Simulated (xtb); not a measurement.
xtb 6.7.1, GFN2-xTB: CC1(C)c2cc(-c3cc(F)cs3)ccc2-c2ccc(-c3sccc3F)cc21, 43 atoms. The geometry is a generated start, not checked to be a minimum at this level.

| Item | Result |
|---|---|
| method | GFN2-xTB |
| --acc | 1 (default) |
| --etemp (K) | 300 (default) |
| detailed input (--input) | none: ANC optimiser, Lindh (1995) Hessian, microcycle=20, maxdispl=1.0, hlow=0.01 (default) |
| basis functions | 136 |
| valence electrons | 134 |

The structure is relaxed from this start with --opt LEVEL for the levels crude, sloppy, loose, lax, normal, tight, vtight, extreme, once each. Up to the end of the extreme run atoms move by at most 1.3 Å along an axis.

What is the loosest level that ends within 5 meV of the extreme run, and how many cycles does it take?

loose: 21 cycles against 66, ending 3.3 meV above.

| level | cycles | energy above the extreme run (meV) | gradient norm (eV/Å) |
|---|---|---|---|
| crude | 4 | 89 | 0.27 |
| sloppy | 13 | 16 | 0.28 |
| loose | 21 | 3.3 | 0.13 |
| lax | 22 | 3.0 | 0.055 |
| normal | 28 | 1.5 | 0.032 |
| tight | 39 | 0.24 | 0.025 |
| vtight | 60 | under 0.01 | 0.0064 |
| extreme | 66 | — | 0.0010 |
